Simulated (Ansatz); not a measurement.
# Si well of 8 atomic layers along [001] in random Si0.5Ge0.5, interfaces one step of a layer

Prepared with LAMMPS with Tersoff's 1989 multicomponent potential (SiCGe.tersoff): minimisation. Geometry as solved with PBE, support functions at accuracy medium on the grid of 370 eV run with Ansatz (an electronic-structure program).

```xyz
576
Lattice="16.85 0.00 0.00 0.00 16.85 0.00 0.00 0.00 44.37" Properties=species:S:1:pos:R:3 pbc="T T T"
Si     0.03    -0.02     0.01
Ge     1.40     1.43     1.42
Si     2.81     2.81    -0.03
Si     4.19     4.17     1.37
Si     2.84     0.03     2.81
Si     4.20     1.38     4.21
Si    -0.03     2.85     2.82
Si     1.35     4.22     4.20
Ge     0.01     0.05     5.59
Ge     1.40     1.46     7.06
Ge     2.80     2.83     5.57
Ge     4.21     4.22     7.07
Ge     2.86     0.05     8.47
Si     4.28     1.44     9.86
Si     0.01     2.85     8.49
Si     1.40     4.25     9.83
Ge     0.00     0.06    11.27
Si     1.40     1.48    12.66
Ge     2.83     2.85    11.24
Si     4.20     4.27    12.64
Ge     2.80     0.06    14.04
Si     4.21     1.44    15.46
Si     0.04     2.84    14.05
Si     1.41     4.22    15.43
Si    -0.01     0.00    16.85
Si     1.41     1.41    18.16
Si     2.80     2.83    16.80
Si     4.21     4.21    18.17
Si     2.80     0.01    19.52
Si     4.21     1.41    20.87
Si     0.00     2.81    19.50
Si     1.41     4.21    20.85
Si    -0.01     0.00    22.20
Si     1.40     1.41    23.55
Si     2.81     2.81    22.21
Si     4.21     4.21    23.55
Si     2.80    -0.01    24.89
Si     4.21     1.40    26.23
Si     0.00     2.82    24.89
Si     1.40     4.22    26.24
Si     0.01     0.00    27.60
Si     1.44     1.38    28.95
Si     2.79     2.78    27.56
Ge     4.21     4.22    28.93
Si     2.81     0.04    30.36
Si     4.20     1.35    31.77
Ge     0.02     2.78    30.35
Ge     1.39     4.25    31.78
Si     0.02    -0.02    33.26
Si     1.40     1.37    34.61
Ge     2.79     2.76    33.18
Ge     4.25     4.19    34.59
Si     2.84     0.02    35.94
Si     4.25     1.36    37.34
Si     0.00     2.74    35.96
Ge     1.34     4.19    37.36
Si    -0.02     0.01    38.70
Ge     1.38     1.37    40.19
Ge     2.83     2.77    38.73
Ge     4.20     4.24    40.17
Si     2.82    -0.01    41.60
Si     4.17     1.38    42.99
Si     0.03     2.85    41.58
Si     1.42     4.19    42.97
Si     0.01     5.55    -0.02
Ge     1.38     7.01     1.34
Si     2.78     8.42    -0.04
Ge     4.22     9.81     1.36
Ge     2.79     5.57     2.78
Ge     4.19     7.05     4.21
Ge    -0.02     8.42     2.84
Si     1.43     9.79     4.24
Si     0.04     5.64     5.61
Si     1.42     7.02     7.01
Si     2.79     8.43     5.65
Si     4.21     9.78     7.00
Si     2.77     5.64     8.44
Si     4.19     7.00     9.80
Si     0.06     8.39     8.42
Si     1.43     9.76     9.83
Si     0.04     5.61    11.23
Ge     1.41     7.02    12.64
Si     2.82     8.39    11.18
Ge     4.19     9.81    12.60
Si     2.79     5.59    14.04
Ge     4.19     7.00    15.44
Si    -0.02     8.41    14.08
Si     1.34     9.79    15.47
Si     0.01     5.62    16.79
Si     1.39     7.01    18.16
Si     2.77     8.43    16.83
Si     4.20     9.82    18.18
Si     2.80     5.62    19.51
Si     4.21     7.02    20.85
Si     0.00     8.42    19.51
Si     1.40     9.82    20.86
Si     0.01     5.62    22.20
Si     1.41     7.02    23.55
Si     2.81     8.42    22.20
Si     4.22     9.83    23.54
Si     2.82     5.62    24.90
Si     4.21     7.03    26.25
Si     0.01     8.43    24.89
Si     1.43     9.83    26.23
Si     0.03     5.66    27.58
Si     1.38     7.08    28.96
Si     2.81     8.43    27.60
Si     4.23     9.80    28.95
Ge     2.80     5.67    30.34
Ge     4.25     7.07    31.79
Si     0.03     8.42    30.40
Si     1.41     9.81    31.78
Si     0.00     5.68    33.17
Si     1.42     7.04    34.52
Si     2.80     8.46    33.17
Si     4.17     9.84    34.54
Ge     2.79     5.66    35.97
Si     4.17     7.05    37.41
Ge     0.06     8.42    35.98
Si     1.43     9.84    37.40
Si    -0.02     5.59    38.82
Ge     1.41     7.01    40.17
Si     2.81     8.45    38.78
Si     4.16     9.83    40.18
Si     2.77     5.58    41.59
Ge     4.18     6.98    42.98
Si     0.04     8.43    41.58
Si     1.43     9.80    42.95
Ge     0.04    11.18     0.01
Si     1.41    12.61     1.41
Ge     2.79    14.01    -0.03
Ge     4.22    15.47     1.40
Ge     2.80    11.22     2.83
Si     4.22    12.58     4.25
Ge    -0.02    14.02     2.76
Ge     1.44    15.45     4.18
Ge     0.03    11.25     5.58
Si     1.43    12.61     7.01
Ge     2.83    14.00     5.63
Ge     4.26    15.45     7.04
Ge     2.82    11.20     8.42
Si     4.23    12.63     9.82
Ge     0.03    14.02     8.39
Ge     1.42    15.46     9.86
Ge     0.03    11.16    11.28
Si     1.38    12.62    12.67
Ge     2.81    13.99    11.26
Ge     4.24    15.50    12.60
Ge     2.74    11.19    14.07
Ge     4.19    12.62    15.49
Si    -0.02    13.98    14.05
Ge     1.38    15.41    15.44
Si    -0.02    11.23    16.81
Si     1.39    12.62    18.17
Si     2.80    14.04    16.86
Si     4.20    15.46    18.18
Si     2.80    11.23    19.52
Si     4.20    12.64    20.86
Si    -0.01    14.04    19.52
Si     1.40    15.45    20.86
Si     0.00    11.23    22.20
Si     1.40    12.64    23.54
Si     2.81    14.04    22.20
Si     4.21    15.44    23.55
Si     2.81    11.23    24.88
Si     4.21    12.63    26.23
Si     0.00    14.04    24.89
Si     1.40    15.43    26.24
Si     0.04    11.24    27.57
Si     1.43    12.62    28.93
Si     2.80    14.02    27.58
Ge     4.20    15.44    28.99
Ge     2.82    11.21    30.36
Si     4.22    12.64    31.75
Ge     0.02    14.04    30.31
Ge     1.41    15.49    31.77
Si     0.06    11.23    33.15
Si     1.36    12.64    34.56
Ge     2.82    14.02    33.19
Si     4.20    15.48    34.56
Ge     2.80    11.26    35.97
Si     4.23    12.66    37.35
Si    -0.02    14.03    35.94
Ge     1.40    15.46    37.31
Si     0.02    11.24    38.72
Ge     1.43    12.59    40.18
Ge     2.85    14.06    38.76
Si     4.21    15.50    40.17
Si     2.82    11.18    41.60
Si     4.21    12.59    42.95
Ge     0.02    14.08    41.57
Si     1.42    15.48    42.97
Si     5.60     0.06    -0.01
Si     7.00     1.40     1.37
Ge     8.45     2.79     0.02
Si     9.87     4.21     1.39
Ge     8.41     0.00     2.75
Ge     9.82     1.45     4.19
Ge     5.61     2.79     2.80
Si     7.03     4.18     4.22
Si     5.58     0.04     5.61
Ge     7.00     1.42     7.02
Si     8.39     2.81     5.60
Ge     9.80     4.18     7.01
Si     8.40    -0.03     8.39
Ge     9.78     1.43     9.79
Si     5.62     2.82     8.48
Si     6.95     4.21     9.87
Si     5.67     0.04    11.20
Si     7.01     1.43    12.59
Si     8.36     2.82    11.21
Ge     9.80     4.18    12.63
Ge     8.42     0.08    14.05
Si     9.84     1.42    15.50
Ge     5.61     2.83    14.03
Si     7.02     4.19    15.48
Si     5.58     0.04    16.84
Si     7.01     1.41    18.18
Si     8.42     2.80    16.83
Si     9.83     4.22    18.16
Si     8.42     0.00    19.52
Si     9.83     1.41    20.86
Si     5.61     2.81    19.52
Si     7.02     4.21    20.86
Si     5.61     0.00    22.21
Si     7.02     1.41    23.55
Si     8.42     2.81    22.20
Si     9.83     4.21    23.54
Si     8.42     0.01    24.88
Si     9.82     1.40    26.24
Si     5.61     2.81    24.89
Si     7.02     4.23    26.23
Si     5.61    -0.02    27.56
Ge     7.03     1.39    28.94
Si     8.43     2.83    27.57
Si     9.76     4.21    28.97
Ge     8.47    -0.03    30.39
Si     9.83     1.39    31.84
Ge     5.60     2.78    30.39
Ge     7.05     4.23    31.77
Si     5.56    -0.02    33.16
Ge     7.00     1.37    34.56
Si     8.43     2.78    33.16
Ge     9.82     4.17    34.59
Si     8.40    -0.06    35.95
Ge     9.83     1.35    37.33
Si     5.62     2.76    35.99
Ge     6.98     4.22    37.37
Si     5.62    -0.01    38.76
Si     7.00     1.35    40.16
Ge     8.42     2.79    38.81
Si     9.83     4.18    40.21
Si     8.41     0.05    41.54
Si     9.80     1.42    42.91
Ge     5.60     2.75    41.58
Ge     6.99     4.22    43.01
Si     5.55     5.59     0.03
Ge     6.97     7.00     1.41
Ge     8.43     8.45    -0.01
Si     9.82     9.84     1.45
Ge     8.43     5.56     2.80
Ge     9.80     7.07     4.22
Si     5.60     8.43     2.80
Ge     7.00     9.83     4.23
Ge     5.66     5.63     5.62
Si     7.00     7.05     7.04
Si     8.36     8.40     5.65
Ge     9.82     9.78     7.01
Ge     8.36     5.60     8.45
Ge     9.84     7.02     9.83
Si     5.56     8.38     8.39
Ge     6.95     9.81     9.82
Si     5.55     5.61    11.21
Ge     6.95     7.00    12.65
Ge     8.42     8.44    11.27
Si     9.85     9.84    12.63
Ge     8.41     5.61    14.10
Si     9.84     7.02    15.47
Si     5.57     8.41    14.03
Ge     7.00     9.78    15.45
Si     5.63     5.59    16.83
Si     7.03     7.00    18.17
Si     8.45     8.39    16.83
Si     9.84     9.81    18.17
Si     8.43     5.61    19.52
Si     9.83     7.02    20.86
Si     5.62     8.41    19.51
Si     7.02     9.82    20.85
Si     5.61     5.62    22.20
Si     7.01     7.02    23.54
Si     8.42     8.43    22.20
Si     9.83     9.83    23.55
Si     8.42     5.63    24.88
Si     9.80     7.05    26.23
Si     5.61     8.43    24.89
Si     7.01     9.83    26.25
Si     5.65     5.65    27.58
Si     7.02     7.04    28.97
Si     8.41     8.43    27.61
Si     9.82     9.84    28.94
Si     8.41     5.64    30.32
Si     9.78     7.00    31.70
Si     5.64     8.45    30.33
Si     6.99     9.82    31.72
Si     5.62     5.60    33.17
Ge     7.01     6.97    34.57
Ge     8.39     8.41    33.10
Ge     9.83     9.86    34.51
Si     8.43     5.60    35.99
Si     9.78     7.00    37.35
Ge     5.56     8.43    35.96
Ge     7.03     9.83    37.37
Si     5.57     5.66    38.75
Ge     7.03     7.04    40.11
Si     8.45     8.41    38.71
Ge     9.85     9.81    40.14
Ge     8.45     5.63    41.58
Si     9.86     7.03    42.99
Ge     5.60     8.45    41.56
Si     6.99     9.85    42.98
Si     5.60    11.22    -0.05
Ge     7.03    12.58     1.39
Ge     8.45    14.05    -0.02
Si     9.84    15.45     1.39
Si     8.44    11.21     2.82
Si     9.79    12.63     4.17
Ge     5.60    13.99     2.84
Ge     7.00    15.48     4.24
Si     5.56    11.20     5.64
Ge     6.96    12.63     7.04
Ge     8.45    14.04     5.63
Si     9.83    15.43     7.07
Ge     8.44    11.24     8.45
Si     9.87    12.65     9.84
Si     5.61    14.05     8.49
Si     7.01    15.48     9.79
Si     5.56    11.23    11.20
Ge     6.99    12.60    12.59
Ge     8.41    14.05    11.18
Ge     9.82    15.45    12.65
Ge     8.44    11.20    14.03
Ge     9.83    12.63    15.50
Ge     5.62    14.04    14.05
Ge     7.02    15.47    15.49
Si     5.62    11.21    16.86
Si     7.02    12.63    18.19
Si     8.42    14.05    16.88
Si     9.84    15.45    18.19
Si     8.44    11.23    19.51
Si     9.84    12.63    20.86
Si     5.61    14.04    19.52
Si     7.02    15.44    20.86
Si     5.62    11.23    22.19
Si     7.02    12.63    23.54
Si     8.42    14.04    22.20
Si     9.82    15.44    23.54
Si     8.42    11.23    24.90
Si     9.82    12.64    26.24
Si     5.62    14.03    24.89
Si     7.02    15.44    26.22
Si     5.59    11.21    27.58
Ge     6.99    12.65    28.96
Si     8.43    14.06    27.58
Si     9.85    15.40    28.96
Ge     8.44    11.23    30.38
Si     9.85    12.64    31.78
Si     5.58    14.02    30.40
Ge     7.01    15.40    31.80
Ge     5.62    11.23    33.15
Si     7.04    12.67    34.53
Si     8.47    14.01    33.19
Si     9.80    15.43    34.59
Ge     8.44    11.30    35.95
Si     9.87    12.67    37.37
Ge     5.62    14.07    35.94
Si     7.00    15.47    37.37
Ge     5.58    11.25    38.80
Si     7.00    12.65    40.17
Ge     8.40    14.03    38.74
Ge     9.83    15.48    40.16
Ge     8.40    11.24    41.58
Si     9.83    12.63    42.96
Ge     5.58    14.05    41.55
Ge     7.01    15.51    42.96
Ge    11.19     0.02    -0.03
Ge    12.63     1.46     1.39
Si    14.07     2.85     0.03
Si    15.46     4.22     1.39
Ge    14.06     0.00     2.80
Si    15.46     1.44     4.18
Si    11.23     2.86     2.78
Ge    12.66     4.22     4.17
Ge    11.24     0.00     5.65
Si    12.62     1.43     7.05
Ge    14.05     2.78     5.63
Ge    15.48     4.24     7.05
Ge    14.03     0.03     8.45
Si    15.47     1.44     9.82
Si    11.25     2.82     8.41
Si    12.65     4.20     9.79
Ge    11.23     0.00    11.21
Ge    12.67     1.38    12.67
Ge    14.06     2.82    11.21
Ge    15.47     4.26    12.67
Si    14.04    -0.01    14.10
Ge    15.45     1.43    15.44
Ge    11.25     2.81    14.10
Si    12.66     4.26    15.46
Si    11.23     0.00    16.82
Si    12.63     1.42    18.16
Si    14.02     2.85    16.83
Si    15.45     4.22    18.16
Si    14.03     0.00    19.50
Si    15.44     1.40    20.85
Si    11.23     2.82    19.51
Si    12.64     4.22    20.85
Si    11.23     0.00    22.19
Si    12.64     1.40    23.53
Si    14.04     2.81    22.19
Si    15.44     4.21    23.53
Si    14.04     0.01    24.89
Si    15.46     1.40    26.24
Si    11.23     2.79    24.87
Si    12.65     4.19    26.19
Si    11.19    -0.04    27.57
Ge    12.62     1.40    28.92
Si    14.04     2.82    27.54
Ge    15.44     4.24    28.94
Ge    14.04    -0.03    30.35
Ge    15.47     1.35    31.81
Ge    11.17     2.80    30.37
Ge    12.65     4.23    31.73
Si    11.19     0.00    33.22
Si    12.62     1.34    34.60
Ge    14.01     2.77    33.19
Ge    15.50     4.20    34.56
Si    14.04    -0.01    35.98
Si    15.45     1.38    37.33
Si    11.25     2.74    35.94
Ge    12.61     4.17    37.34
Si    11.27    -0.04    38.72
Ge    12.59     1.40    40.16
Ge    14.10     2.80    38.77
Si    15.48     4.22    40.21
Ge    14.05     0.01    41.57
Ge    15.49     1.44    43.01
Si    11.20     2.81    41.57
Ge    12.64     4.21    42.97
Si    11.21     5.61     0.00
Ge    12.61     6.99     1.43
Ge    14.06     8.43     0.02
Si    15.44     9.84     1.43
Si    14.10     5.61     2.79
Si    15.47     6.95     4.21
Si    11.20     8.44     2.79
Ge    12.66     9.83     4.14
Ge    11.23     5.63     5.62
Ge    12.65     7.01     7.08
Ge    14.07     8.37     5.58
Ge    15.49     9.79     7.03
Si    14.04     5.59     8.46
Ge    15.48     7.00     9.83
Si    11.23     8.41     8.43
Ge    12.58     9.81     9.88
Ge    11.29     5.60    11.24
Si    12.67     6.97    12.69
Ge    14.06     8.41    11.31
Si    15.46     9.81    12.73
Si    14.05     5.64    14.09
Si    15.45     7.02    15.44
Ge    11.25     8.42    14.04
Si    12.68     9.83    15.45
Si    11.24     5.63    16.81
Si    12.64     7.03    18.16
Si    14.05     8.42    16.80
Si    15.44     9.83    18.16
Si    14.05     5.62    19.50
Si    15.44     7.02    20.86
Si    11.24     8.42    19.52
Si    12.64     9.83    20.86
Si    11.24     5.62    22.20
Si    12.63     7.03    23.55
Si    14.04     8.42    22.20
Si    15.45     9.82    23.54
Si    14.05     5.62    24.87
Si    15.46     7.02    26.22
Si    11.23     8.43    24.90
Si    12.64     9.84    26.25
Ge    11.22     5.59    27.59
Ge    12.69     7.03    28.99
Si    14.06     8.43    27.55
Ge    15.48     9.82    28.96
Si    14.10     5.65    30.39
Si    15.47     7.04    31.76
Ge    11.21     8.45    30.38
Si    12.62     9.84    31.80
Ge    11.18     5.64    33.13
Ge    12.66     7.06    34.51
Si    14.06     8.45    33.10
Ge    15.47     9.83    34.51
Ge    14.05     5.61    35.95
Ge    15.45     7.02    37.42
Ge    11.21     8.41    35.98
Ge    12.64     9.83    37.43
Ge    11.17     5.60    38.77
Ge    12.65     7.01    40.19
Si    14.05     8.43    38.81
Ge    15.49     9.82    40.15
Si    14.06     5.58    41.55
Ge    15.48     6.98    42.95
Si    11.22     8.39    41.59
Ge    12.61     9.82    42.96
Ge    11.22    11.27     0.05
Si    12.68    12.65     1.43
Si    14.05    14.04     0.07
Si    15.46    15.45     1.36
Si    14.07    11.25     2.76
Si    15.43    12.61     4.16
Ge    11.24    14.05     2.80
Si    12.63    15.46     4.20
Ge    11.19    11.23     5.56
Ge    12.59    12.66     7.02
Ge    14.03    14.02     5.55
Ge    15.43    15.45     6.99
Ge    14.02    11.20     8.43
Ge    15.46    12.61     9.84
Si    11.21    14.07     8.46
Si    12.61    15.43     9.81
Si    11.18    11.24    11.25
Ge    12.64    12.57    12.66
Ge    14.01    14.05    11.22
Ge    15.43    15.44    12.70
Si    14.08    11.20    14.08
Si    15.44    12.62    15.43
Ge    11.27    14.06    14.09
Si    12.67    15.48    15.48
Si    11.28    11.19    16.83
Si    12.65    12.63    18.16
Si    14.05    14.04    16.80
Si    15.44    15.44    18.17
Si    14.04    11.23    19.51
Si    15.44    12.63    20.86
Si    11.24    14.03    19.51
Si    12.64    15.44    20.85
Si    11.23    11.23    22.20
Si    12.64    12.63    23.55
Si    14.04    14.04    22.20
Si    15.44    15.44    23.55
Si    14.04    11.22    24.89
Si    15.46    12.61    26.22
Si    11.22    14.03    24.88
Si    12.60    15.46    26.20
Si    11.22    11.23    27.60
Si    12.57    12.63    28.99
Ge    14.02    14.03    27.59
Si    15.46    15.45    28.94
Ge    13.99    11.23    30.37
Ge    15.47    12.63    31.78
Si    11.18    14.00    30.35
Ge    12.56    15.43    31.76
Si    11.25    11.26    33.13
Ge    12.59    12.66    34.59
Ge    14.06    14.08    33.20
Si    15.46    15.47    34.62
Ge    14.07    11.25    35.99
Si    15.49    12.66    37.37
Si    11.20    14.09    36.00
Si    12.65    15.43    37.34
Si    11.23    11.28    38.76
Si    12.64    12.65    40.08
Si    14.02    14.01    38.70
Ge    15.43    15.44    40.08
Ge    14.02    11.27    41.52
Ge    15.43    12.66    43.01
Ge    11.25    14.00    41.55
Ge    12.66    15.40    43.00
```
